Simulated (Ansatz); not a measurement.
Seebeck coefficient (μV/K, mean over directions) of n-type HfS₂ (P-3m1) against carrier density, PBEsol+D3BJ with spin-orbit coupling, rigid bands (Ansatz, a program for electronic structure). Computed gap 0.44 eV; densities at which minority carriers matter at this gap, or further valleys turn the trend, are left out. Conductivity mass 0.52 mₑ (harmonic mean over directions), N_c = 5.3e19 cm⁻³ at 300 K.

| electron density | 300 K |
|---|---|
| 1e17 cm⁻³ | -750 |
| 1e18 cm⁻³ | -552 |
| 3e18 cm⁻³ | -458 |
| 1e19 cm⁻³ | -355 |
| 3e19 cm⁻³ | -265 |
| 1e20 cm⁻³ | (withheld) |
| 3e20 cm⁻³ | -107 |
| 1e21 cm⁻³ | (withheld) |

Q: Fill in the missing entries.

A: 
- 1e20 cm⁻³, 300 K: -173
- 1e21 cm⁻³, 300 K: -61

Rigid bands with a gap fixed in temperature, one relaxation time for all states, no polarons or phonon drag, and whether or not such doping can be reached. Geometry: cell and atoms relaxed with PBEsol+D3(BJ).

Computed structure with no diffraction record at hand here (it may be known, metastable or hypothetical): HfS2 (P-3m1). PBEsol with a dispersion correction tends to overbind, so the cell can be several per cent short, in bad cases over ten, which usually narrows a gap: HfS2 (P-3m1).
